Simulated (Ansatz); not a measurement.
Structures of equal composition on the (111) surface of fcc Pt: a layer of Rh in place of the second plane; a layer of Rh in place of the third plane. The slabs share one bottom face, and each structure is named by its start. These are constructed structures in small cells; real faces may alloy, dewet or reconstruct in larger ones, and not all known structures of the face are among them. Slabs of about 11 Å with all that they carry, Fermi-Dirac smearing of 0.1 eV. Bottom of the slabs: a bare face, its two planes held. Relaxed from the named starts with such symmetry as they have, on meshes of like density; energies extrapolated to zero smearing; no spin-orbit coupling, no U. Spin-polarised runs, if any, are marked in brackets, and their order is one that fits the cell; the others ran without spin.

Calculation: PBE (plane waves to 420 eV, PAW; Ansatz, an electronic-structure program).

**Question.** Rank these by energy per 1x1 cell (lowest first), as PBE gives it.

**Answer.** a layer of Rh in place of the third plane (0.000 eV), a layer of Rh in place of the second plane (0.023 eV)
